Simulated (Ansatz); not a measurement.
SiC under load (space group I-4m2), Ansatz (a program for electronic structure) with r2SCAN with spin-orbit coupling, rigid bands. Condition of this run: uniaxial stress zz = 1 GPa (compression positive) (the target of the relaxation). Band gap 1.67 eV, N_c = 7.26e18 cm⁻³ and N_v = 8.36e19 cm⁻³ at 300 K, conductivity masses along z (a = (0.00, 2.18, 2.17) Å; b = (2.18, 0.00, 2.17) Å; c = (2.18, 2.18, 0.00) Å) of 0.396 mₑ (electrons) and 0.668 mₑ (holes). Take k_BT = 0.02585 eV.

Question: What built-in voltage has an abrupt junction with N_A = 1e17 and N_D = 1e17 cm⁻³, all dopants ionised?

Answer: V_bi = E_g/e − (k_BT/e) ln(N_c N_v/(N_A N_D)) = 1.67 − 0.02585 × 11.01 = 1.39 V, for the computed gap.

Question: A film of it is 3 nm thick, with its normal along the direction named. Estimate the confinement energies in an infinite well.

Answer: ħ²π²/(2m t²) = 0.376 eV·nm²/(m/mₑ × t²) gives 106 meV for electrons and 62.5 meV for holes, so the gap would widen to about 1.84 eV. Finite barriers and nonparabolic bands lower this, and with several valleys or bands the heaviest mass along the normal sets the lowest level, not this average.

Question: What thermal injection velocity √(2k_BT/πm) limits a ballistic channel along the direction named?

Answer: 8.55e6 cm/s for electrons and 6.58e6 cm/s for holes, a ratio of √(m_h/m_e) = 1.30, for dilute carriers.

Rigid bands with the computed gap; masses take one relaxation time for all states.
